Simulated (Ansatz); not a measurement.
Cells marked so need not be the phases stable at ambient conditions, and some may be hypothetical.

No gap correction and no spin-orbit coupling; mid-gap values are interpolated between computed energies.

A. RbLuO$_{2}$ (R-3m, not sure to be the ambient phase, 4 atoms a cell, 16.0 Å³ an atom, 2 GPa at this level), along the normal of (101)
B. Al₂HgTe₄ (I-4, not sure to be the ambient phase, 7 atoms a cell, 33.0 Å³ an atom), along the normal of (100)
C. Ba$_{2}$ScTaO$_{6}$ (Fm-3m, not sure to be the ambient phase, 10 atoms a cell, 14.4 Å³ an atom, -5 GPa at this level), along the normal of (111)
D. WSe2 (P6_3/mmc, 6 atoms a cell, 19.8 Å³ an atom, 2 GPa at this level), along the normal of (100)

### Question
Rank these by mid-gap decay constant of the slowest evanescent state (highest first), as r2SCAN (Ansatz, a program for electronic structure) gives it.

### Answer
C (0.36 1/Å), A (0.32 1/Å), D (0.19 1/Å), B (0.12 1/Å)
